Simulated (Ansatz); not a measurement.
The starting structures come from a database of crystals and need not be the phases stable at ambient conditions.

Data:

```xyz
4
Lattice="4.2976 0.0000 0.0000 0.0000 7.0079 0.0000 2.1488 0.0000 3.7219" Properties=species:S:1:pos:R:3 pbc="T T T"
Cd     0.0000     3.5724     0.0000
Cd     2.1488     6.9403     1.2406
Se     2.1488     2.6227     1.2406
S      0.0000     6.1502     0.0000
```

Space group of this cell: P3m1. The cell is taken as given; by r2SCAN its mean pressure is -1.7 GPa.

The current runs along the normal of the first two printed vectors, the (100) plane. All runs by Ansatz (a quantum-chemistry and plane-wave program), plane waves and PAW, without spin-orbit coupling; the base is r2SCAN.

```json
[
 {"run": "base", "mean pressure (GPa)": "-1.7", "gap (eV)": "1.15", "mid-gap κ (1/Å)": "0.095"},
 {"run": "all lengths scaled by 0.98", "mean pressure (GPa)": "1.6", "gap (eV)": "?", "mid-gap κ (1/Å)": "?"},
 {"run": "all lengths scaled by 1.02", "mean pressure (GPa)": "-4.2", "gap (eV)": "1.01", "mid-gap κ (1/Å)": "0.086"},
 {"run": "lda in place of r2scan", "mean pressure (GPa)": "-4.8", "gap (eV)": "?", "mid-gap κ (1/Å)": "?"},
 {"run": "lengths across the current scaled by 0.98, ions clamped", "mean pressure (GPa)": "0.4", "gap (eV)": "1.23", "mid-gap κ (1/Å)": "0.103"},
 {"run": "lengths across the current scaled by 1.02, ions clamped", "mean pressure (GPa)": "-3.4", "gap (eV)": "1.01", "mid-gap κ (1/Å)": "0.088"},
 {"run": "lengths along the current scaled by 0.97, ions clamped", "mean pressure (GPa)": "-0.1", "gap (eV)": "1.14", "mid-gap κ (1/Å)": "0.097"},
 {"run": "lengths along the current scaled by 1.03, ions clamped", "mean pressure (GPa)": "-3.0", "gap (eV)": "?", "mid-gap κ (1/Å)": "?"},
 {"run": "pbesol in place of r2scan", "mean pressure (GPa)": "-3.0", "gap (eV)": "0.56", "mid-gap κ (1/Å)": "0.051"}
]
```

Some entries are withheld; supply them.


- all lengths scaled by 0.98, gap (eV): 1.29
- all lengths scaled by 0.98, mid-gap κ (1/Å): 0.104
- lda in place of r2scan, gap (eV): 0.41
- lda in place of r2scan, mid-gap κ (1/Å): 0.038
- lengths along the current scaled by 1.03, ions clamped, gap (eV): 1.05
- lengths along the current scaled by 1.03, ions clamped, mid-gap κ (1/Å): 0.093
